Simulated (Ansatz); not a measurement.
Take CuI in the zinc blende structure (space group F-43m, No. 216; a = 5.939 Å) as the base.

Perturbation: a hydrostatic pressure of 15 GPa.

Levels (all Ansatz, an electronic-structure program, PAW): PBEsol (420 eV, scalar-relativistic without spin-orbit coupling); r2SCAN (500 eV, spin-orbit coupling left out); HSE06 (420 eV, scalar-relativistic without spin-orbit coupling).

At the geometry relaxed with PBEsol, these levels gave the following band gaps, in shuffled order: (a) 3.13 eV, (b) 2.39 eV, (c) 1.78 eV.

Task: Match each gap to its level.

Result: (a) HSE06; (b) r2SCAN; (c) PBEsol.

Single points use the geometry relaxed with PBEsol. Spin-orbit coupling, missing from the scalar runs, can matter with I. Load acts through the strain it causes; cell and atoms are relaxed under it. Whether these cells are dynamically stable was not tested. Tetrahedral semiconductors of this kind turn to denser phases somewhere between about 1 and 50 GPa; those were not computed, so compressed cells here can lie past the real transition. All final runs are without spin polarisation.
